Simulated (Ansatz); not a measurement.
Ansatz (a program for electronic structure) run on VW3 (I4mm, 4 atoms in the cell): self-consistent single point.

Method: LDA (PW92), default PAW files made with PBE (plane waves; Ansatz).

The change in words: lattice scaled by 0.98; basis.ecutwfc: 420 eV → 295 eV. Reference geometry:
```yaml
crystal:
  lattice:
    - [0.00000, 3.10949, 3.10949]
    - [3.10949, 0.00000, 3.10949]
    - [3.10949, 3.10949, 0.00000]
  atoms:
    - { symbol: V, position: [0.00804, 0.00804, 0.99196] }
    - { symbol: W, position: [0.25000, 0.25000, 0.25000] }
    - { symbol: W, position: [0.75000, 0.75000, 0.75000] }
    - { symbol: W, position: [0.50000, 0.50000, 0.50000] }
```

Reference input (self-consistent single point, DFT, LDA (PW92), plane waves, default PAW files made with PBE): basis.ecutwfc = 420 eV; kpoints.mp_grid.grid = 7 7 7; hamiltonian.xc = lda; hamiltonian.pseudopotentials = {kind: paw} (the program's default PAW files); scf.occupations.method = gaussian; scf.occupations.width = 0.1 eV. This run's input differs from it in these lines:

Ansatz 0.2 input:
```diff
@@ -2,5 +2,5 @@
   lattice:
-    - [0.00000000, 3.10948900, 3.10948900]
-    - [3.10948900, 0.00000000, 3.10948900]
-    - [3.10948900, 3.10948900, 0.00000000]
+    - [0.00000000, 3.04729900, 3.04729900]
+    - [3.04729900, 0.00000000, 3.04729900]
+    - [3.04729900, 3.04729900, 0.00000000]
   atoms:
@@ -11,3 +11,3 @@
 basis:
-  ecutwfc: 420.0 eV
+  ecutwfc: 295.0 eV
 kpoints:
```

Output (repeated stretches shortened):

```
SCF iter   1: F=—  HF=-33249.821969 eV  |F-HF|=—  |Δ(HF+E_count)|=         —  Δρ=1.14e-2  dr2=6.08e-2  ethr=1.77e-3  ⟨swp⟩=4.3  Hψ=5023  notcnv=0
all-band conjugate gradients solve this SCF's bands
preconditioner: auto → Kerker (q_TF=auto, 2.715 Å⁻¹)
SCF iter   2: F=—  HF=-33249.807273 eV  |F-HF|=—  |Δ(HF+E_count)|=   1.47e-2  Δρ=4.92e-3  dr2=8.79e-3  ethr=1.10e-4  ⟨swp⟩=2.0  Hψ=1797  notcnv=0  defer=22
SCF iter   3: F=—  HF=-33249.803811 eV  |F-HF|=—  |Δ(HF+E_count)|=   3.46e-3  Δρ=1.10e-3  dr2=5.36e-4  ethr=1.60e-5  ⟨swp⟩=2.0  Hψ=2255  notcnv=0  defer=22
SCF iter   4: F=—  HF=-33249.803679 eV  |F-HF|=—  |Δ(HF+E_count)|=   1.33e-4  Δρ=2.33e-4  dr2=3.40e-5  ethr=9.74e-7  ⟨swp⟩=2.0  Hψ=1686  notcnv=0  defer=22
SCF iter   5: F=—  HF=-33249.803680 eV  |F-HF|=—  |Δ(HF+E_count)|=   9.62e-7  Δρ=2.63e-5  dr2=3.06e-7  ethr=6.18e-8  ⟨swp⟩=2.0  Hψ=1399  notcnv=0  defer=22
SCF iter   6: F=-33249.803680 eV  HF=-33249.803680 eV  |F-HF|=2.44e-8  |Δ(HF+E_count)|=   4.98e-8  Δρ=7.44e-6  dr2=3.51e-8  ethr=1.82e-10  ⟨swp⟩=7.8  Hψ=4869  notcnv=0
SCF 1 converged in 6 iterations: F = -33249.803680 eV  dr2 = 3.51e-8
Free energy (F): -33249.803680 eV
Internal energy: -33249.788337 eV  (E = F + TS)
E sigma→0 (E₀):  -33249.796008 eV
Entropy (-TS):   -0.015343 eV (-3.836 meV/atom)
Fermi energy:    22.578942 eV
--- Forces (eV/Å), atoms counted from 1 ---
  atom   1  V      0.00000000     0.00000000    -0.73389025
  atom   2  W     -0.00000000    -0.00000000     0.30960291
  atom   3  W      0.00000000     0.00000000     0.30960291
  atom   4  W      0.00000000     0.00000000     0.11465199
--- Stress (GPa, compression-positive) ---
       12.752269       0.000000      -0.000000
        0.000000      12.752269       0.000000
       -0.000000       0.000000      12.963282
  P = ⅓ Tr σ = 12.8226 GPa (128.226 kbar)
  The stress holds the Pulay correction. Without it, at fixed plane waves, as pw.x and ABINIT print it: P = 1.7476 GPa
```

The run converged in 6 iterations. Against the reference run the free energy goes up by 125 meV/atom, the pressure goes from -6.41 to 12.82 GPa and the largest force goes from 0.629 to 0.734 eV/Å.

The starting cell comes from a database of computed structures (which also holds hypothetical and non-ambient phases and stackings), without a prior relaxation at this level. Its lattice was rescaled by up to half a per cent. One atom was moved a little off its site on purpose. For this run, on top of that: lattice scaled by 0.98. Spin polarisation is off. Ansatz's pressure includes its estimate of the finite-basis (Pulay) stress. Without the estimate this run gives 1.75 GPa. The cutoff lies below the one recommended for these files.
